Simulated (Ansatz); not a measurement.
**A computed series for HfN: response to strain**

The reference is HfN in the rock salt structure (space group Fm-3m, No. 225; a = 4.526 Å; relaxed with 0.1 eV smearing). Axes: x, y, z lie along the cube axes.

Strains are applied to the cell and any free atomic positions relax; under stress the whole cell relaxes.

Method: Kohn–Sham DFT with the r2SCAN functional, run in Ansatz (an electronic-structure program) with PAW and 500 eV plane waves, no SOC.

Notes on the quantities. energy relative to the base: free energy F.

| variant | shortest interatomic distance | energy relative to the base | space group |
|---|---|---|---|
| base | 2.263 Å | 0 meV/atom | Fm-3m (No. 225) |
| isotropic strain +0.90 % | 2.283 Å | ? | Fm-3m (No. 225) |
| uniaxial strain ε_yy = −4.11 % | 2.170 Å | ? | I4/mmm (No. 139) |
| uniaxial stress, 3 GPa tension along x | 2.261 Å | ? | I4/mmm (No. 139) |
| uniaxial stress, 5 GPa compression along z | 2.244 Å | +1.5 meV/atom | I4/mmm (No. 139) |
| tensor shear ε_yz = +3.47 % | 2.263 Å | +23 meV/atom | Immm (No. 71) |

**Question.** Some entries are withheld; estimate them.

**Answer.** 
- isotropic strain +0.90 %, energy relative to the base: +7.2 meV/atom
- uniaxial strain ε_yy = −4.11 %, energy relative to the base: +44 meV/atom
- uniaxial stress, 3 GPa tension along x, energy relative to the base: +0.6 meV/atom

Beyond what the load breaks, stability against distortions was not tested. All final runs are without spin polarisation. An odd electron count without spin: HfN.
